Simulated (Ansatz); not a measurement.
Subject: the energy of the reaction as written. Reaction: 3 cell B → cell A. Negative: the products are lower in energy.

Cell A: a sheet of composition Nb3, 3 atoms, hexagonal cell of 5.09 Å (22.4 Å²), symmetry P6/mmm, 0.0 Å thick under 16 Å of vacuum, in-plane vectors relaxed; planes from bottom to top: Nb3, all atoms in one plane; a model cell; spin state with PBE: no moments, k-point mesh 18×18×1.
```xyz
3
Lattice="5.0893 0.0000 0.0000 -2.5446 4.4075 0.0000 0.0000 0.0000 16.0000" Properties=species:S:1:pos:R:3 pbc="T T T"
Nb     2.5446     0.0000     8.0000
Nb     3.8170     2.2037     8.0000
Nb     1.2723     2.2037     8.0000
```

Cell B: a sheet of composition Nb, 1 atom, hexagonal cell of 2.70 Å (6.3 Å²), symmetry P6/mmm, 0.0 Å thick under 16 Å of vacuum, in-plane vectors relaxed; planes from bottom to top: Nb; a model cell; spin state with PBE: no moments, k-point mesh 24×24×1.
```
Nb
1.0
    2.69831     0.00000     0.00000
   -1.34915     2.33680     0.00000
    0.00000     0.00000    16.00000
Nb
1
Direct
  0.00000   0.00000   0.50000
```

Computed with Ansatz (plane waves, PAW), its default PAW set, cutoff 420 eV, 500 eV for r2SCAN. The structures are at rest with PBE; other levels are single points on them. Neutral cells; Fermi-Dirac smearing of at most 0.10 eV in the solids, energies taken to zero width. The lattices are those relaxed with PBE, so at other levels the solids can be strained, which adds to the spread. A dispersion term (D3(BJ), or D4 for r2SCAN) was computed beside these levels and is taken off wherever the name lacks it. Static lattices, no vibrational contributions. The cells' k-point meshes differ in density, so the last digit is unsettled. Cell A has symmetry P6/mmm and got no random move, so less symmetric positions, which may lie lower, weren't tried. Cell B has symmetry P6/mmm and got no random move, so less symmetric positions, which may lie lower, weren't tried.

**Question.** What value does r2SCAN give?

**Answer.** 2.91 eV, for 3 cell B → cell A.

**Question.** What do the other levels give, and how wide is the spread?

**Answer.** 
```csv
Method,value (eV),less r2SCAN
PBE,2.73,-0.18
```

The levels span 0.18 eV, from PBE (2.73) to r2SCAN (2.91).

Ansatz is a quantum-chemistry and plane-wave program.
